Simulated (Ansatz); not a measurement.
Troubleshooting Ansatz (a quantum-chemistry and plane-wave program): a failed run on SiC₂N₄ (Pn-3m, 14 atoms in the cell). The aim is a self-consistent single point with DFT, LDA (PW92), plane waves, default PAW files made with PBE.

Cell that was meant: a = 6.6844 Å, b = 6.6844 Å, c = 6.6844 Å, α = 90.00°, β = 90.00°, γ = 90.00°.

Part of the input:

Ansatz 0.2 input:
```yaml
scf:
  occupations:
    method: fixed
  max_iter: 2
output:
  forces: true
  eigenvalues: true
```

Log, with long lists cut:

```
SCF iter   1: F=—  HF=-5182.214100 eV  |F-HF|=—  |Δ(HF+E_count)|=         —  Δρ=7.30e-3  dr2=1.44e-1  ethr=1.77e-3  ⟨swp⟩=13.3  Hψ=5828  notcnv=0
all-band conjugate gradients solve this SCF's bands
preconditioner: auto → Resta (q_TF=auto, 2.111 Å⁻¹)
SCF iter   2: F=—  HF=-5182.190654 eV  |F-HF|=—  |Δ(HF+E_count)|=   2.34e-2  Δρ=2.99e-3  dr2=1.47e-2  ethr=2.25e-4  ⟨swp⟩=9.3  Hψ=3424  notcnv=0
Error: did not converge after 2 iterations: dr2 = 1.47e-2 (threshold 1.00e-7), under the density mixer `msr1`, which `scf.mixing.algorithm: auto` chose by the deck's other keys (type `scf.mixing.algorithm: msr1` to keep it); at k-index 6, counted from 0 in this SCF's own list of k-points, the highest band that the last eigensolve's fill by count filled, -1.061904 eV, and the lowest that it left empty, 3.110209 eV, lay 4.172e0 eV apart, the closest at any k-point: where those lie closer than the levels still move from one iteration to the next, and no symmetry of the run holds them equal, such a fill need not settle, and opposed starting moments at zero total moment, or else a [...]
```

### Question
What caused this, and what should be changed?

### Answer
The fault is an iteration limit that is too low. The loop is cut before its threshold is met, so whatever is printed at the end is not self-consistent. To fix it, raise the limit, or leave it to the default. The run ended unconverged after 2 iterations.

The sound input it was made from differs as follows (other fixes are possible):
```diff
-  max_iter: 2
```

With that input, the run converged in 7 iterations: free energy E − TS (on the zero of these files) -5182.1902 eV; top of the valence band (on the code's own zero) -1.10 eV; gap on the k-point mesh 4.17 eV; pressure -2.74 GPa; largest force (vector length) 0.311 eV/Å (DFT, LDA (PW92), plane waves, default PAW files made with PBE).

On the sound input: the starting cell comes from a database of computed structures (which also holds hypothetical and non-ambient phases and stackings), without a prior relaxation at this level. Ansatz's pressure includes its estimate of the finite-basis (Pulay) stress.
